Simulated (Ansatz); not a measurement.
Ti: stress against strain

Ti (hcp, P6_3/mmc, 17.416 Å³/atom at rest, c along z) under a strain ε along c (axis z), the other axes held. PBE in Ansatz, a plane-wave DFT program (PAW, default set), 420 eV, 23×23×13 Γ-centred mesh, Fermi-Dirac smearing 0.10 eV; ions are relaxed within the symmetry of each cell. Stress is positive for a compressed cell.

Here s stands for strain and y for stress zz.

```
strain (%)  stress zz (GPa)
----------  ---------------
-3.00                     ?
-1.50                  2.91
-1.00                  1.92
-0.50                  0.95
0.00                   0.01
0.50                  -0.91
1.00                  -1.81
1.50                  -2.68
```

Using a straight line, estimate the missing y at s = -3.00 from the other rows, showing the fit.

Means: s 0, y 0.056. About the means, the sum of products is -13.045 and the sum of squares of s is 7.0000; the slope is their ratio. Least squares gives y = 0.056 - 1.8636·s. Residuals (row less fit): 0.059, 0.000, -0.038, -0.046, -0.034, -0.002, 0.059; standard error 0.048 (degrees of freedom: 5). The slope gives the elastic constant C33 = 186 ± 1.8 GPa. At the withheld row, y = 0.056 - 1.8636 × (-3.0) = 5.647 GPa. The calculation gives 6.03 GPa, 0.383 GPa above the prediction (4.4 % of the range of y in the table). The row lies outside the fitted rows, so this is an extrapolation. From the scatter of the fitted rows alone, a prediction at this place has a standard error of 0.075 GPa, so the miss is 5.1 times that.

One order more, fitted to all 13 runs of the series, follows each within 0.01, so the miss is the next term of a smooth law. In a metal these values are sensitive to mesh and smearing; energies are taken to zero smearing, stresses follow the free energy. Rows are the converged runs of the series near zero and its far end; series whose fitted rows scatter by over a few per cent of the range, as at a crossing or softening among them, aren't shown in this form. Most that stay on the fit to the last digits aren't either.
